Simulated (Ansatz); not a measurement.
**A computed series for ZnS: pressure series**

The reference is ZnS in the wurtzite structure (space group P6_3mc, No. 186; a = 3.845 Å, c = 6.306 Å).

Cell and atoms are relaxed at each pressure.

Computed with plane-wave PAW DFT at the PBE level (Ansatz, a program for electronic structure, 420 eV), spin-orbit coupling left out.

```
case              band gap                   gap character  width of the top valence band     density
----------------  --------  ------------------------------  -----------------------------  ----------
base               2.08 eV                     direct at Γ                        2.03 eV  4.01 g/cm³
pressure −2 GPa    1.95 eV                     direct at Γ                        1.94 eV  3.89 g/cm³
pressure −1 GPa    2.01 eV                     direct at Γ                        1.99 eV  3.95 g/cm³
pressure 3 GPa     2.25 eV                     direct at Γ                        2.17 eV  4.17 g/cm³
pressure 7 GPa     2.45 eV                     direct at Γ                        2.32 eV  4.36 g/cm³
pressure 15 GPa    2.76 eV                     direct at Γ                        2.59 eV  4.68 g/cm³
pressure 30 GPa    3.10 eV  indirect, Γ → L–M (33 % along)                        3.00 eV  5.15 g/cm³
pressure 50 GPa    2.54 eV                 indirect, Γ → K                        3.53 eV  5.65 g/cm³
pressure 75 GPa    1.38 eV                 indirect, Γ → K                        4.18 eV  6.19 g/cm³
pressure 100 GPa   0.11 eV                 indirect, Γ → K                        4.81 eV  6.70 g/cm³
```

Load acts through the strain it causes; cell and atoms are relaxed under it. No phonon test of stability was made. Tetrahedral semiconductors of this kind turn to denser phases somewhere between about 1 and 50 GPa; those were not computed, so compressed cells here can lie past the real transition. The zero or small gap of ZnS under pressure 100 GPa can change with the level of theory.
